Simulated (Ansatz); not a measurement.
For Ga2O3 (model structure, started from the Bi2O3 type, P6₃mc, No. 186, 20 atoms in the cell), LDA in Ansatz (PAW) gives:

| Quantity | Value |
|---|---|
| equilibrium lattice constant a | 6.991 Å |
| c axis length | 4.749 Å |
| cohesive energy | 5.46 eV/atom |
| band gap | 0.43 eV |

Task: What does r²SCAN+rVV10 in Ansatz (PAW) give for the same quantities?

Result: 
- lattice constant a: 7.057 Å (increases by 0.9 %)
- lattice parameter c: 4.776 Å (rises by 0.6 %)
- cohesive energy: 4.65 eV/atom (falls by 0.81 eV/atom)
- band gap: 0.85 eV (rises by 0.42 eV)

Changes are worked out from the printed values.

Unless a cell is named, each level is at its own relaxed cell (LDA 10.05, r²SCAN+rVV10 10.30 Å³/atom).

Spin–orbit coupling is included only where a level's name says +SOC; with heavier elements it mostly lowers gaps and can invert bands. Density-functional gaps are differences of (generalised) Kohn–Sham levels.

Ansatz's density-functional and Hartree–Fock values are scalar-relativistic unless marked +SOC, with PAW data made under PBE.

A model structure was made by putting elements into a prototype or built by hand; it is no filed structure, need not be a known phase, and can be a saddle point held by its symmetry.

Ansatz is an electronic-structure program.
